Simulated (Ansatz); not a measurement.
The reference is PbSe in the rock salt structure (space group Fm-3m, No. 225; a = 6.041 Å). Axes: x, y, z lie along the cube axes.

Level of theory: LDA/PAW in Ansatz (a first-principles code), scalar-relativistic without spin-orbit coupling.

Before the change:

The pressure is 0.0 GPa. The shortest interatomic distance is 3.020 Å.

Perturbation: the cell is stretched by 1.50 % along z with no lateral relaxation, atoms relaxed at fixed cell.

Q: What happens to the energy relative to the base, pressure and shortest interatomic distance?

A: The energy grows by 2.7 meV/atom; the pressure (mean of the normal stresses, compression positive) goes from zero to -0.8 GPa; the shortest interatomic distance stays 3.020 Å.

The cells carry an imposed strain or load. No phonon test of stability was made. The final runs are not spin-polarised. Gaps under 0.05 eV, about the width of the smearing, are given as zero.
